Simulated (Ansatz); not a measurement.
Base system: TeO2 in the fluorite structure (space group Fm-3m, No. 225; a = 5.3234 Å; a hypothetical phase, not in the database extracts checked).

Levels (all Ansatz, an electronic-structure program, PAW, earlier PAW set): PBEsol (420 eV, spin-orbit coupling left out); r2SCAN (500 eV, no SOC).

Its gap is 0.73 eV with PBEsol and 1.01 eV with r2SCAN.

Now apply this change: a hydrostatic pressure of 60 GPa.

With PBEsol the gap becomes 0.32 eV.

**Question.** If the r2SCAN correction stayed the same, what would the r2SCAN gap be, and what does the r2SCAN run give?

**Answer.** A rigid correction of +0.28 eV gives 0.60 eV. The r2SCAN run gives 0.61 eV, so the two effects roughly add.

Single points use the geometry relaxed with PBEsol. Spin-orbit coupling, missing from the scalar runs, can matter with Te. Load acts through the strain it causes; cell and atoms are relaxed under it. Stability against distortions was not tested. No other phases were tried under pressure.
